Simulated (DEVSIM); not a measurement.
System: Schottky contact on p-type InP, at 300 K.

Layer 1 from the left is InP, thickness (μm) 12.0, Na (cm⁻³) 2.3e17, τn (s) 4.2e-9, τp (s) 4.2e-9. Layer 2 from the left is InP, thickness (μm) 15.0, Na (cm⁻³) 2.5e18, τn (s) 4.2e-9, τp (s) 4.2e-9.

Left contact: Schottky, work function 5.114 eV, emission velocity 8.5e6 cm/s. Right contact: ohmic. Voltage is applied to the left contact. Recombination: SRH at mid-gap, radiative, Auger. Mobility is μmin + (μ − μmin)/(1 + (N/Nref)^α).

Constants are typed, rounded textbook-type inputs, not results; the design itself was drawn at random and stands for no fabricated device. Values at 300 K.

InP: gap (eV) 1.344, affinity (eV) 4.38, permittivity 12.5, Nc (cm⁻³) 5.7e17, Nv (cm⁻³) 1.1e19, μn (cm²/Vs) 5200, μp (cm²/Vs) 170, μn,min 400, μp,min 10, Nref,n 3e17, Nref,p 4.9e17, αn 0.47, αp 0.62, B (cm³/s) 1.2e-10, Cn (cm⁶/s) 9e-31, Cp (cm⁶/s) 9e-31.

Simulated with DEVSIM: 1D drift-diffusion, Boltzmann statistics, complete ionisation; no tunnelling, impact ionisation, image-force lowering or self-heating. Metal contacts follow the ideal Schottky-Mott rule: no Fermi-level pinning, no interface dipoles.

Dark forward current:

```
|V| (V)  |J| (A/cm²)
-------  -----------
0.05        0.003395
0.10         0.02629
0.15          0.1800
0.20           1.191
0.25           7.255
0.30           33.10
0.35           93.03
0.40           179.7
0.45           281.5
0.50           391.8
0.55           507.4
0.60           626.4
0.65           747.9
0.70           871.2
0.75           995.9
0.80            1122
0.85            1248
0.90            1376
0.95            1504
1.00            1632
1.05            1761
1.10            1890
1.15            2020
```

Task: Work out the local ideality factor n = ΔV / (kT/q · ln(J2/J1)) between the rows 0.15 and 0.20 V, 1.10 and 1.15 V.

Result: kT/q = 25.85 mV. From 0.15 to 0.20 V: ln(1.191/0.1800) = 1.890, n = 1.02, near the 1 of diffusion or emission over a barrier. From 1.10 to 1.15 V: ln(2020/1890) = 0.067, n = 29.08; the layers' resistance at their doping, Σ W/(qμN) = 0.00037 Ω cm², would take 48 mV of this step of 50 mV.

Task: Estimate the current at 0.15 V for emission alone, J0 = q v N_band exp(−φB/kT), and read the barrier back from the simulated current.

Result: φB = 0.610 eV, N_band = 1.10e19 cm⁻³, J0 = 0.000846 A/cm²; J = J0 (exp(qV/kT) − 1) = 0.279 A/cm². The simulation gives 0.180 A/cm²; the estimate lies 55 % above. Read backwards, the simulated current gives an apparent barrier of 0.621 eV. The estimate leaves out transport through the depletion region and minority injection.
